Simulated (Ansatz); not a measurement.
# How the lattice constant a of Mg2F (model structure, started from the Ca2N type, R-3m, No. 166, 3 atoms in the cell) moves with the method

No measured value is used here.

```json
[
 {"level (code)": "LDA (Ansatz)", "value (Å)": "?"},
 {"level (code)": "PBE (Ansatz)", "value (Å)": "3.171"},
 {"level (code)": "PBEsol (Ansatz)", "value (Å)": "?"},
 {"level (code)": "PBE-D3(BJ) (Ansatz)", "value (Å)": "3.122"},
 {"level (code)": "r²SCAN (Ansatz)", "value (Å)": "3.124"},
 {"level (code)": "r²SCAN+rVV10 (Ansatz)", "value (Å)": "3.117"}
]
```

Task: What belongs in the gaps?

Result: 
- LDA (Ansatz, an electronic-structure program), value (Å): 3.106
- PBEsol (Ansatz), value (Å): 3.151

Cutoffs differ between the levels. Ansatz's density-functional and Hartree–Fock values are scalar-relativistic unless marked +SOC, with PAW data made under PBE.

A model structure was made by putting elements into a prototype or built by hand; it is no filed structure, need not be a known phase, and can be a saddle point held by its symmetry.
